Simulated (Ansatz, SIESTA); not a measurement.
## Code comparison for Li (P1, 3 atoms in the cell)

Self-consistent single point, at a second geometry (atoms moved at random). First geometry:

```yaml
crystal:
  lattice:
    - [1.50901, 0.87123, 7.30958]
    - [-1.50901, 0.87123, 7.30958]
    - [0.00000, -1.74246, 7.30958]
  atoms:
    - { symbol: Li, position: [0.77703, 0.77703, 0.77703] }
    - { symbol: Li, position: [0.22297, 0.22297, 0.22297] }
    - { symbol: Li, position: [0.00000, 0.00000, 0.00000] }
```

Second geometry:
```
Li
1.0
    1.50901     0.87123     7.30958
   -1.50901     0.87123     7.30958
    0.00000    -1.74246     7.30958
Li
3
Direct
  0.75937   0.77626   0.79452
  0.22684   0.21078   0.22364
  0.01379   0.01295   0.98185
```

Shared settings, as Ansatz (a first-principles code) writes them: kpoints.mp_grid.grid = 10 10 10; scf.occupations.method = gaussian; scf.occupations.width = 0.2 eV. Potentials and cutoffs stand in the table.

| code | model | ΔF from the first geometry (meV/atom) | pressure (GPa) | largest force (eV/Å) | cutoff |
|---|---|---|---|---|---|
| Ansatz | LDA (PW92), PAW files made with PBE | 2.2 | -0.16 | 0.126 | default |
| SIESTA | LDA PW92, numerical atomic orbitals DZP, PseudoDojo LDA standard norm-conserving potentials (rewritten from UPF to PSML) | 2.4 | 0.36 | 0.145 | grid 400 Ry |

Size of the force on each atom (eV/Å): Sizes of forces hide their directions.

```csv
code,Li1,Li2,Li3
Ansatz,0.057,0.072,0.126
SIESTA,0.069,0.079,0.145
```

The spread over the programs that give each value: ΔF from the first geometry within 0.2 meV/atom; pressure within 0.52 GPa; largest force within 0.019 eV/Å.

SIESTA uses small atom-centred bases, whose incompleteness enters pressures, forces and empty levels differently from a plane-wave cutoff. Ansatz's pressure is given at a fixed set of plane waves, as the other plane-wave codes print theirs.

The starting cell comes from a database of computed structures (which also holds hypothetical and non-ambient phases and stackings), without a prior relaxation at this level. Its lattice was rescaled by a random factor within 2.5 % of one. For this run, on top of that: atoms moved at random.

Keys are those of Ansatz 0.2.
